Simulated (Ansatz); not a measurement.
The parent structure is SnO in the litharge type structure (space group P4/nmm, No. 129; layered, stacked along the Cartesian z axis).

```xyz
4
Lattice="3.7927 0.0000 0.0000 0.0000 3.7927 0.0000 0.0000 0.0000 4.7644" Properties=species:S:1:pos:R:3 pbc="T T T"
Sn     1.8964     0.0000     1.1464
Sn     0.0000     1.8964     3.6180
O      0.0000     0.0000     0.0000
O      1.8964     1.8964     0.0000
```

All numbers come from Kohn–Sham DFT with the r2SCAN+rVV10 functional, run in Ansatz (a first-principles code) with PAW and 500 eV plane waves, no spin-orbit coupling, earlier PAW set.

Base values:

| Item | Value |
|---|---|
| Pressure | 0.0 GPa |

The change: an isotropic linear strain of −0.62 %; the atoms relax in the strained cell.

Q: What happens to the energy relative to the base, largest internal atomic displacement and pressure?

A: The energy increases by 1.0 meV/atom; the largest internal atomic displacement is 0.014 Å; the pressure (mean of the normal stresses, compression positive) goes from zero to 1.0 GPa.

A case with no gap was solved on a k-mesh chosen for an insulator, which is coarse for it. No phonon test of stability was made. All final runs are without spin polarisation.
